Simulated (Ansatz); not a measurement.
The starting structures come from a database of crystals and need not be the phases stable at ambient conditions.

By PBEsol, the system below comes out a metal.

A figure of merit of an interconnect metal is its ballistic conductance per area.

Consider the following.

```xyz
2
Lattice="3.8080 0.0000 0.0000 0.0000 3.8183 0.0000 0.0000 0.0000 3.8080" Properties=species:S:1:pos:R:3 pbc="T T T"
La     1.9040     1.9091     1.9040
Ag     0.0000     0.0000     0.0000
```

Space group of this cell: P4/mmm. The cell is taken as given; by PBEsol its mean pressure is -2.4 GPa.

The current flows along the normal of the first two printed cell vectors, the (100) plane of the conventional cell. No spin-orbit coupling; the value is a mean over 0.1 eV about the Fermi level.

Task: Compute, with PBEsol run with Ansatz (a quantum-chemistry and plane-wave program), the ballistic conductance per area.

Result: 0.63 × 10¹⁵ S/m² for both spins.
